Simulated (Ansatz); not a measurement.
## Short convergence ladders for a (111) slab of AgO (cut from a parent of space group no. 66; 12 atoms in the cell)

```
AgO
1.0
    3.29947     0.00000     0.00000
    3.28049     6.46880     0.00000
    0.00000     0.00000    21.09489
Ag O
6 6
Direct
  0.92542   0.08947   0.36547
  0.92542   0.58947   0.36547
  0.18983   0.82932   0.50000
  0.18983   0.32932   0.50000
  0.45423   0.56917   0.63453
  0.45423   0.06917   0.63453
  0.60932   0.90451   0.33183
  0.24152   0.27443   0.39910
  0.87373   0.64436   0.46637
  0.50593   0.01428   0.53364
  0.13813   0.38421   0.60090
  0.77034   0.75413   0.66817
```

Base method: PBEsol, default PAW files made with PBE (plane waves; Ansatz, a quantum-chemistry and plane-wave program).

Base settings: basis.ecutwfc = 30.9 Ry; kpoints.mp_grid.grid = 5 3 1; hamiltonian.xc = pbesol; hamiltonian.pseudopotentials = {kind: paw} (the program's default PAW files); scf.occupations.method = gaussian; scf.occupations.width = 0.0073 Ry.

The count of work is k-points × plane waves × bands × iterations; it is no time. 

**The vacuum**

The mesh stays at the base's, so the ladder's end is converged at best in this setting alone.

Only quantities that move along the ladder and can be compared are tabulated.

```tsv
vacuum between outermost atoms (Å)	free energy less the last step's (meV/atom)	largest difference of a force vector from the last step's (eV/Å)	count of work / last
3.0	-1.46	0.067	0.27
4.0	0.75	0.017	0.30
5.0	0.41	0.008	0.33
6.0	0.16	0.003	0.35
7.0	0.02	0.002	0.38
8.0	0.00	0.001	0.41
10.0	-0.02	0.000	0.46
12.0	-0.03	0.000	0.52
14.0	-0.01	0.000	0.57
17.0	-0.03	0.000	0.65
20.0	-0.02	0.000	0.73
25.0	-0.03	0.000	0.86
30.0	0.00	0.000	1.0
```

Smallest vacuum between outermost atoms (Å) that holds the free energy within 1 meV/atom of the last step, with all finer ones: 4.0, at 0.30 of the last step's count of work; the step before is off by 1.5 meV/atom.

Smallest vacuum between outermost atoms (Å) that holds the forces within 0.005 eV/Å of the last step, with all finer ones: 6.0, at 0.35 of the last step's count of work; the step before is off by 0.008 eV/Å.

**The plane-wave cutoff**

The mesh stays at the base's, so the ladder's end is converged at best in this setting alone.

Only quantities that move along the ladder and can be compared are tabulated.

```tsv
basis.ecutwfc	free energy less the last step's (meV/atom)	largest difference of a force vector from the last step's (eV/Å)	count of work / last
15.4 Ry	5970.66	0.520	0.15
18.4 Ry	1607.72	0.211	0.18
21.7 Ry	356.21	0.037	0.23
26.1 Ry	43.71	0.006	0.27
30.9 Ry	4.30	0.001	0.36
37.1 Ry	0.63	0.000	0.46
46.3 Ry	0.28	0.000	0.65
61.7 Ry	0.00	0.000	1.0
```

Coarsest basis.ecutwfc that holds the free energy within 5 meV/atom of the last step, with all finer ones: 30.9 Ry, at 0.36 of the last step's count of work; the step before is off by 44 meV/atom.

Coarsest basis.ecutwfc that holds the forces within 0.005 eV/Å of the last step, with all finer ones: 30.9 Ry, at 0.36 of the last step's count of work; the step before is off by 0.006 eV/Å.

On the base run: the starting cell comes from a database of computed structures (which also holds hypothetical and non-ambient phases and stackings), without a prior relaxation at this level. The slab is cut from that crystal, and its faces are unrelaxed. Its lattice was rescaled by up to half a per cent. Spin polarisation is off, though cut faces can carry moments; the slab shows no gap. Without a gap this mesh is coarse (it stands for a supercell whose shortest in-plane vector is 16 Å).

Left out of this page: 1 run of the series outside the window shown, repeating another row's setting, or not comparable.

Keys are those of Ansatz 0.2.
